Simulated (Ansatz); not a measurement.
Take BAs in the rock salt structure (space group Fm-3m, No. 225; a hypothetical phase, not in the database extracts checked) as the base.

```xyz
2
Lattice="0.0000 2.2833 2.2833 2.2833 0.0000 2.2833 2.2833 2.2833 0.0000" Properties=species:S:1:pos:R:3 pbc="T T T"
As     0.0000     0.0000     0.0000
B      2.2833     2.2833     2.2833
```

Levels (all Ansatz, a quantum-chemistry and plane-wave program, PAW): PBEsol (420 eV, no spin-orbit coupling); r2SCAN (500 eV, scalar-relativistic without spin-orbit coupling).

The geometry is relaxed with PBEsol.

```
Property           Value
---------------  -------
PBEsol pressure  0.0 GPa
```

### Question
What does r2SCAN give at this geometry for the pressure?

### Answer
The pressure goes from zero to 3.0 GPa.

Single points use the geometry relaxed with PBEsol. Their cutoffs differ, which shifts pressures a little. Stability against distortions was not tested. The final runs are not spin-polarised.
